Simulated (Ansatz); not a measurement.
A (10,0) arsenic nanotube has 40 atoms in a period of 6.230 Å, a mean diameter of 11.74 Å, and lies 52 meV/atom over the flat sheet relaxed at the same level.

All values below come from PBE (plane waves to 420 eV, PAW; Ansatz, an electronic-structure program). Mesh 1×1×6. No spin polarisation. It repeats along c; a and b span vacuum. A hypothetical model, rolled from the flat sheet. Only distortions within the start's symmetry and period were free. Values not marked SOC lack spin–orbit coupling.

Problem. Which bending rigidity of the sheet does this imply in the thin-plate picture?

Solution. A plate bent to radius R stores D/(2R²) an area. The area an atom is π × 11.74 × 6.230/40 = 5.74 Å², so the stored energy is 0.052/5.74 = 0.0091 eV/Å². With R = 5.870 Å, D = 2R² × 0.0091 = 0.63 eV.
